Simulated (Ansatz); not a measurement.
Start from RbH in the rock salt structure (space group Fm-3m, No. 225; a = 5.9256 Å).

The other end (x = 1) is LiH in the rock salt structure (space group Fm-3m, No. 225): 7.88 Å³/atom, gap 2.73 eV.

Calculations: Ansatz (an electronic-structure program) PBEsol, spin-orbit coupling left out.

Li replaces a fraction x of Rb; each row is one arrangement (x, atoms in the cell, starting space group or random), fully relaxed.

One change was made to it. Results:

```json
[
 {"quantity": "gap character (in this cell's own zone, which can be folded)", "base": "–", "after": "indirect, M → X"},
 {"quantity": "mixing energy", "base": "–", "after": "+136 meV/atom"},
 {"quantity": "shortest interatomic distance", "base": "2.963 Å", "after": "2.147 Å"}
]
```

**Question.** Which of these changes matches the shifts?
A) x(Li) = 0.75, 8 atoms, Pm-3m
B) x(Li) = 0.333, 6 atoms, Immm
C) x(Li) = 0.75, 8 atoms, Cmmm
D) x(Li) = 0.25, 8 atoms, P4/mmm
E) x(Li) = 0.667, 6 atoms, P-3m1

**Answer.** D, x(Li) = 0.25, 8 atoms, P4/mmm. For comparison, the mixing energy in the other runs: x(Li) = 0.75, 8 atoms, Cmmm gives +0.223 eV/atom; x(Li) = 0.75, 8 atoms, Pm-3m gives +0.324 eV/atom; x(Li) = 0.333, 6 atoms, Immm gives +156 meV/atom; x(Li) = 0.667, 6 atoms, P-3m1 gives +174 meV/atom.

Each cell is one ordered arrangement of few atoms, which overstates ordering effects compared with a random alloy. Stability against distortions was not tested. k-point labels follow each cell's own Brillouin zone.
